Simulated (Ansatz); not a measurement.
Effect of biaxial strain −1.89 %, plane normal [001], relaxed out of plane on MgO

Base system: MgO in the rock salt structure (space group Fm-3m, No. 225; a = 4.204 Å). Axes: x, y, z lie along the cube axes.

One thing is altered: compressive biaxial strain of 1.89 % in the plane normal to [001], as in epitaxy on a mismatched substrate; the out-of-plane cell vector and the atoms relax.

Computed with r2SCAN, PAW, 500 eV (Ansatz, a first-principles code; no spin-orbit coupling). k-mesh 13×13×13 (Γ-centred); smearing 0.05 eV (Fermi–Dirac).

| quantity | base | changed | shift |
|---|---|---|---|
| volume per atom | 9.29 Å³ | 9.05 Å³ | -0.24 Å³ |
| shortest interatomic distance | 210.2 pm | 206.2 pm | -4.0 pm |
| energy relative to the base (free energy F) | 0 meV/atom | +7.8 meV/atom | +7.8 meV/atom |
| band gap | 5.68 eV | 5.91 eV | +0.223 eV |
| gap character | direct at Γ | direct at Γ | – |
| electron mass | 0.36 mₑ (at Γ) | 0.35 mₑ out of plane, 0.38 mₑ in plane (at Γ) | – |
| hole mass | – | 0.40 mₑ out of plane, 2.1 mₑ in plane (at Γ) | – |
| valence-band top at Γ (three highest levels, from the VBM) | 0.00, 0.00, 0.00 eV | 0.00, -0.06, -0.06 eV | – |
| out-of-plane strain | – | +1.22 % | – |
| ratio −ε⊥/ε∥ | – | 0.64 | – |
| mean in-plane stress (compression positive) | – | +7.4 GPa | – |

Final structure (turned so that z lies along the plane normal):

```
MgO
1.0
    2.91675     0.00000     0.00000
    0.00000     2.91675     0.00000
    1.45838    -1.45838     2.12774
O Mg
1 1
Cartesian
  0.00000   0.00000   0.00000
  1.45838   1.45838   0.00000
```

Effective masses come from finite differences of ±0.01 Å⁻¹. No phonon test of stability was made. Labels are those of the standard path for the cell's own space group.
